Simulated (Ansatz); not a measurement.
The starting structures come from a database of crystals and need not be the phases stable at ambient conditions.

 Where the default PAW files enter, the runs use the earlier of Ansatz's two default sets.

Inside the gap of an insulator the Bloch states are evanescent, with a wavenumber k + iκ along the transport direction.

Consider the following.

```yaml
crystal:
  lattice:
    - [5.18482, 0.00000, 0.00000]
    - [-0.07326, 7.60167, 0.00000]
    - [0.07326, -3.13051, 3.74126]
  atoms:
    - { symbol: Nb, position: [0.25000, 0.82072, 0.82072] }
    - { symbol: Nb, position: [0.75000, 0.17928, 0.17928] }
    - { symbol: In, position: [0.25000, 0.31934, 0.81934] }
    - { symbol: In, position: [0.75000, 0.68066, 0.18066] }
    - { symbol: O, position: [0.59710, 0.38288, 0.64416] }
    - { symbol: O, position: [0.40290, 0.61712, 0.35584] }
    - { symbol: O, position: [0.90290, 0.38288, 0.12160] }
    - { symbol: O, position: [0.09710, 0.61712, 0.87840] }
    - { symbol: O, position: [0.56333, 0.89715, 0.11327] }
    - { symbol: O, position: [0.43667, 0.10285, 0.88673] }
    - { symbol: O, position: [0.93667, 0.89715, 0.68103] }
    - { symbol: O, position: [0.06333, 0.10285, 0.31897] }
```

Space group of this cell: P2/c. The cell is taken as given; by r2SCAN its mean pressure is -4.4 GPa.

Transport runs along the normal of the first two printed cell vectors.

No gap correction and no spin-orbit coupling; mid-gap values are interpolated between computed energies.

**Question.** Estimate the band gap and the smallest decay constant κ at mid-gap that r2SCAN in Ansatz (a program for electronic structure) returns for this system.

**Answer.** Gap 3.69 eV on a 6×8×8 mesh; κ = 0.420 1/Å, at (0.333, 0.500) of the in-plane reciprocal vectors. At the zone centre, at the nearest computed energy, the slowest state has κ = 0.45 1/Å.
